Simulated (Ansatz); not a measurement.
Base system: Mo3Os in the A15 (Cr3Si type) structure (space group Pm-3n, No. 223).

```
CELL_PARAMETERS angstrom
      4.94270     0.00000     0.00000
      0.00000     4.94270     0.00000
      0.00000     0.00000     4.94270
ATOMIC_POSITIONS crystal
  Mo 0.25000 0.00000 0.50000
  Mo 0.75000 0.00000 0.50000
  Mo 0.50000 0.75000 0.00000
  Mo 0.50000 0.25000 0.00000
  Mo 0.00000 0.50000 0.75000
  Mo 0.00000 0.50000 0.25000
  Os 0.00000 0.00000 0.00000
  Os 0.50000 0.50000 0.50000
```

Cartesian axes are those of the cell as printed.

Computed with PBEsol in Ansatz (plane waves to 420 eV, PAW, no spin-orbit coupling).

Before the change:

The volume per atom is 15.09 Å³ and the pressure is 0.0 GPa.

Perturbation: biaxial strain −0.32 %, plane normal [110], relaxed out of plane (Cartesian); in-plane vectors clamped, the third vector and the atoms free.

**Question.** What does the calculation give for the volume per atom, energy relative to the base and pressure after the change?

**Answer.** The volume per atom decreases by 0.05 Å³ (15.09 Å³ → 15.04 Å³); the energy rises by 0.5 meV/atom; the pressure (mean of the normal stresses, compression positive) goes from zero to 1.0 GPa.

Without a gap, meshes like the base's 10×10×10 leave anisotropic stresses uncertain by several tenths of a GPa, and small strain energies with them. No phonon test of stability was made. All final runs are without spin polarisation.

Ansatz is a first-principles code.
